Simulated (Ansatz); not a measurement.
**C vacancy + C vacancy + Sb interstitial in diamond**

These are PBE, PAW (plane waves to 420 eV; Ansatz, a program for electronic structure) values and carry that method's errors. The supercell holds 64 host sites (2×2×2 repeats of the unit cell), with a 2×2×2 shifted k-point sampling for the final energies. Sites at the start: the C site; C 1.55 Å away; midway between the emptied sites. Finite-size correction: monopole term and site-potential alignment. Dielectric constants: PBE linear response of the host. Host gap at this level: 4.13 eV. Finite-size and sampling errors can reach tenths of an eV here. The semilocal functional narrows the gap, so deep levels can fall outside it. Spin–orbit coupling is left out, which matters for these heavy elements. Each state is the lowest found from its start.

Formation energies E_f are given with the Fermi level at the valence-band maximum. Chemical conditions: host crystal and elements as references (Δμ(C) = 0.14 eV, Δμ(Sb) = 0.00 eV; Sb taken from its element, since no compound that bounds it was computed at this level; only phases computed here count, gases as isolated molecules at 0 K). Reference phases: C: graphite, Sb: rhombohedral Sb.

```csv
charge,moment (μB),largest move off a lattice site (Å),image correction with alignment (eV),"E_f, host crystal and elements as references (eV)",above the lowest spin state (eV)
+1†,fractional,0.18,0.85,–,0.00
+1†,not spin-polarised,0.18,0.85,–,0.01
0†,fractional,0.17,0.00,10.37,0.00
−1†,not spin-polarised,0.17,-0.18,–,0.00
−1†,0.0,0.17,-0.18,–,0.00
−2*,fractional,0.17,–,–,0.00
```

* At this level the carrier isn't localised at the defect: at charge −2 electrons occupy the conduction band. Such a state is shallow or no state of the defect, and this cell gives it no level.

† Not settled in this cell, so no level is given: charge +1: fractional moment, a level filled in part; charge 0: fractional moment, a level filled in part; charge −1: a large or scattered potential alignment.

Starting moments that weren't kept: charge +1 began with 2 μB and ended with 0.5; charge 0 began with 1 μB and ended with 0.5; charge −1 began with 2 μB and ended with 0.0; charge −2 began with 1 μB and ended with 0.4.

Flagged in the runs: a doubtful potential alignment.

All states together cost about 27 core-minutes (a rough figure).
